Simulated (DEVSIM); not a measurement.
Structure: illuminated GaAs p-on-n cell, one wavelength, at 300 K.

| layer (left to right) | material | thickness (μm) | Nd (cm⁻³) | Na (cm⁻³) | τn (s) | τp (s) | absorption coefficient (cm⁻¹) |
|---|---|---|---|---|---|---|---|
| 1 | GaAs | 0.320 | - | 6.8e17 | 1.7e-9 | 3.2e-10 | 23000 |
| 2 | GaAs | 3.00 | 2e16 | - | 1.4e-8 | 1.4e-8 | 23000 |

Left contact: ohmic, minority electron recombination velocity 400 cm/s. Right contact: ohmic, minority hole recombination velocity 4e5 cm/s. Voltage is applied to the left contact. Recombination: SRH at mid-gap, radiative, Auger. Light enters at the left, 9.5e17 photons cm⁻² s⁻¹, one pass, no reflection. Mobility is constant in doping.

The device is made up for the run: typed textbook-type constants, with dimensions and the other settings drawn at random. Values at 300 K; Nc and Nv go as T^1.5, mobilities as T to minus their exponent, the gap by Varshni's rule with the affinity fixed.

```tsv
parameter	GaAs
gap (eV)	1.424
affinity (eV)	4.07
permittivity	12.9
Nc (cm⁻³)	4.7e17
Nv (cm⁻³)	9e18
μn (cm²/Vs)	8500
μp (cm²/Vs)	400
T exponent of μn	2.1
T exponent of μp	2.2
B (cm³/s)	2e-10
Cn (cm⁶/s)	1e-30
Cp (cm⁶/s)	1e-30
Varshni α (eV/K)	0.000541
Varshni β (K)	204
```

Model (solved in DEVSIM): 1D drift-diffusion, Boltzmann statistics, complete ionisation; no tunnelling, impact ionisation, image-force lowering or self-heating.

The temperature was swept, all else fixed.

| temperature (K) | dark forward voltage at 1 A/cm² (V) | potential step across the device at zero bias (V) | share of generated pairs collected at short circuit | largest power (mW/cm²) |
|---|---|---|---|---|
| 250 | 1.149 | 1.334 | 0.960 | 143 |
| 300 | 1.057 | 1.276 | 0.958 | 126 |
| 350 | 0.963 | 1.214 | 0.956 | 109 |
| 400 | (withheld) | 1.150 | 0.954 | 92.5 |
| 450 | 0.768 | 1.083 | 0.951 | 76.2 |
| 500 | 0.668 | 1.015 | 0.949 | 60.1 |

**Question.** What belongs in the gaps?

**Answer.** 
- 400, dark forward voltage at 1 A/cm² (V): 0.866
